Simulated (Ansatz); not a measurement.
TaN, response to strain

Consider TaN in the rock salt structure (space group Fm-3m, No. 225; a = 4.376 Å; relaxed with 0.1 eV smearing). Axes: x, y, z lie along the cube axes.

Strains are applied to the cell and any free atomic positions relax.

Computed with PBEsol (Ansatz, a program for electronic structure, PAW, no spin-orbit coupling).

Candidates:
(a) uniaxial strain ε_yy = −1.22 %
(b) tensor shear ε_xz = −3.86 %
(c) isotropic strain −5.01 %

Notes on the quantities. energy relative to the base: free energy F.

Order them by energy relative to the base, highest first.

(c) isotropic strain −5.01 % (+0.314 eV/atom), (b) tensor shear ε_xz = −3.86 % (+13 meV/atom), (a) uniaxial strain ε_yy = −1.22 % (+4.1 meV/atom)

Whether these cells are dynamically stable was not tested. All final runs are without spin polarisation. This is not the structure that TaN has at room temperature and ambient pressure.
